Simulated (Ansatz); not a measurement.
The starting structures come from a database of crystals and need not be the phases stable at ambient conditions.

 Where the default PAW files enter, the runs use the earlier of Ansatz's two default sets.

The decay constant κ of evanescent states in the gap governs leakage through a thin film.

Here is the system:

```
ZrH2O6P2
1.0
    5.42558     0.00000     0.00000
   -2.71279     4.69869     0.00000
    0.00000     0.00000     5.49504
Zr H P O
1 2 2 6
Direct
  0.00000   0.00000   0.00000
  0.66667   0.33333   0.44675
  0.33333   0.66667   0.55325
  0.66667   0.33333   0.70170
  0.33333   0.66667   0.29830
  0.86742   0.22605   0.78322
  0.13258   0.77395   0.21678
  0.77395   0.64137   0.78322
  0.22605   0.35863   0.21678
  0.35863   0.13258   0.78322
  0.64137   0.86742   0.21678
```

Space group of this cell: P-3. The cell was relaxed by PBE-D3(BJ); by PBEsol its mean pressure is -1.1 GPa.

Transport runs along the normal of the first two printed cell vectors, the (001) plane of the conventional cell.

The gap is the functional's own. No spin-orbit coupling. Mid-gap values are interpolated on the energy grid.

Task: Predict the band gap and the smallest decay constant κ at mid-gap from PBEsol in Ansatz (a first-principles code).

Result: Gap 4.52 eV on a 6×6×6 mesh; κ = 0.588 1/Å, at (0.500, 0.000) of the in-plane reciprocal vectors. At the zone centre, at the nearest computed energy, the slowest state has κ = 0.62 1/Å.
